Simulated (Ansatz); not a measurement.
# GaAs under a change: strain tensor (xx, yy, zz, yz, xz, xy) = (+0.27, −0.81, +0.44, +1.03, +0.11, −0.15) %

The parent structure is GaAs in the zinc blende structure (space group F-43m, No. 216; a = 5.659 Å). Axes: x, y, z lie along the cube axes.

One thing is altered: the symmetric strain tensor [0.0027 -0.0014 0.0011; -0.0014 -0.0081 0.0102; 0.0011 0.0102 0.0044]; the atoms relax in the strained cell.

Method: PBEsol, PAW, 420 eV (Ansatz, a quantum-chemistry and plane-wave program; scalar-relativistic without spin-orbit coupling), earlier PAW set. k-mesh 10×10×10 (Γ-centred); smearing 0.05 eV (Fermi–Dirac).

```csv
quantity,base,changed,shift
volume per atom,22.66 Å³,22.63 Å³,-0.03 Å³
space group,F-43m (No. 216),P1 (No. 1),–
shortest interatomic distance,2.451 Å,2.441 Å,-0.010 Å
energy relative to the base (free energy F),0 meV/atom,+2.1 meV/atom,+2.1 meV/atom
"pressure (mean of the normal stresses, compression positive)",0.00 GPa,0.09 GPa,+0.085 GPa
band gap,0.42 eV,0.32 eV,-0.10 eV
gap character,direct at Γ,direct at Γ,–
"valence-band top at Γ (three highest levels, from the VBM)","0.00, 0.00, 0.00 eV","0.00, -0.13, -0.18 eV",–
"valley order (the lowest conduction-band minima on the path, energy above the VBM, named in the base's zone)","Γ 0.42 eV; L along ⟨111⟩ 0.92 eV; a point along ⟨100⟩, about 1.0 Å⁻¹ from Γ 1.32 eV",Γ 0.32 eV; L along [11-1] 0.70 eV; L along [1-11] 0.75 eV; L along [111] 0.92 eV,–
"stress (xx, yy, zz, yz, xz, xy; compression positive)",–,"(-0.11, 0.55, -0.19, -1.14, -0.11, 0.16) GPa",–
```

Whether these cells are dynamically stable was not tested. Labels are those of the standard path for the cell's own space group.
